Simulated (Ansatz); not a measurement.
# What pressure 0.7 GPa does to BN

Base system: BN in the zinc blende structure (space group F-43m, No. 216; a = 3.625 Å).

Now apply this change: cell and atoms relaxed at a pressure of 0.7 GPa.

All numbers come from PBE (Ansatz, a program for electronic structure; PAW; 420 eV plane waves; without spin-orbit coupling). Settings: 16×16×16 k-points, 0.05 eV Fermi–Dirac smearing.

```csv
quantity,base,changed,shift
volume per atom,5.95 Å³,5.94 Å³,-0.01 Å³
density,3.46 g/cm³,3.47 g/cm³,+0.01 g/cm³
lattice parameter a,3.625 Å,3.622 Å,-0.0022 Å
shortest interatomic distance,1.570 Å,1.569 Å,-0.001 Å
enthalpy H = E + PV relative to the base's energy,–,+0.03 eV/atom,–
band gap,4.46 eV,4.46 eV,0.00 eV
gap character,"indirect, Γ → X","indirect, Γ → X",–
smallest direct gap,8.79 eV,8.80 eV,+0.01 eV
width of the top valence band,6.45 eV,6.46 eV,+0.01 eV
electron mass,"0.91 mₑ along k, 0.30 mₑ across (at X)","0.91 mₑ along k, 0.30 mₑ across (at X)",–
"hole mass (degenerate bands, along [100])","0.50, 0.53, 0.53 mₑ (at Γ)","0.50, 0.53, 0.53 mₑ (at Γ)",–
```

Load acts through the strain it causes; cell and atoms are relaxed under it. Effective masses come from finite differences of ±0.01 Å⁻¹. Along k means along the line from Γ to the band edge. Stability against distortions was not tested.
